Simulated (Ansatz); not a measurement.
C: band gap against strain

C (diamond, Fd-3m, 5.610 Å³/atom at rest, cube axes along x, y and z) under a strain ε along a cube axis (axis z), the other axes held. PBEsol in Ansatz, a plane-wave DFT program (PAW, default set), 420 eV, 16×16×16 Γ-centred mesh, Fermi-Dirac smearing 0.05 eV; ions are relaxed within the symmetry of each cell. Gaps are the smallest over the k-mesh and a band path, without spin-orbit coupling; in all rows the valence edge lies at Γ and the conduction edge at about 1.3 Å⁻¹ from Γ.

Here s stands for strain and Eg for gap.

```csv
strain (%),gap (eV)
-3.00,?
-1.50,3.67
-1.00,3.79
-0.50,3.92
0.00,4.03
```

Q: Fit Eg against s with a straight line, and predict the withheld value at s = -3.00.

A: Means: s -0.75000, Eg 3.853. About the means, the sum of products is 0.30250 and the sum of squares of s is 1.2500; the slope is their ratio. Least squares gives Eg = 4.034 + 0.2420·s. Residuals (row less fit): -0.001, -0.002, 0.007, -0.004; standard error 0.006 (degrees of freedom: 2). Over these rows the gap moves by 24 ± 0.5 eV per unit strain. At the withheld row, Eg = 4.034 + 0.2420 × (-3.0) = 3.308 eV. The calculation gives 3.30 eV, 0.008 eV below the prediction (1.1 % of the range of Eg in the table). The row lies outside the fitted rows, so this is an extrapolation. The fitted rows scatter only by rounding.

Rows are the converged runs of the series near zero and its far end; series whose fitted rows scatter by over a few per cent of the range, as at a crossing or softening among them, aren't shown in this form. Most that stay on the fit to the last digits aren't either.
